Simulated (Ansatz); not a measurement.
**Ni3Ge (Pm-3m): resistivity and electron-phonon coupling**

```xyz
4
Lattice="3.5248 0.0000 0.0000 0.0000 3.5248 0.0000 0.0000 0.0000 3.5248" Properties=species:S:1:pos:R:3 pbc="T T T"
Ni     1.7624     0.0000     1.7624
Ni     0.0000     1.7624     1.7624
Ni     1.7624     1.7624     0.0000
Ge     0.0000     0.0000     0.0000
```

Calculation: PBEsol, DFPT electron-phonon coupling, linearised Boltzmann equation (plane waves, PAW, scalar-relativistic; Ansatz, a program for electronic structure). Cell: relaxed with this functional, without spin-orbit coupling.

* **resistivity at 300 K**: 35 μΩ·cm
* **density of states at the Fermi level**: 1.19 states/(eV·spin·cell)
* **Hall coefficient at 300 K**: -138 ×10⁻¹¹ m³/C

A metal at this level (no band gap). Only scattering by harmonic phonons is included (no impurities, grain boundaries, electron-electron scattering or thermal expansion). Spin-orbit coupling is left out. Few carriers conduct, so the values hang on small band overlaps. The run warned that the eigensolver left some states short of its tolerance. Halving the electron mesh (24x24x24) moves the resistivity by up to 8 % at 300 K. Smearing 0.20 eV; phonons on a 4x4x4 q mesh, which this run doesn't test and which matters most at low temperature.

Treated as nonmagnetic (a ferromagnetic start lost its moment, other orders weren't tried): Ni3Ge (Pm-3m).
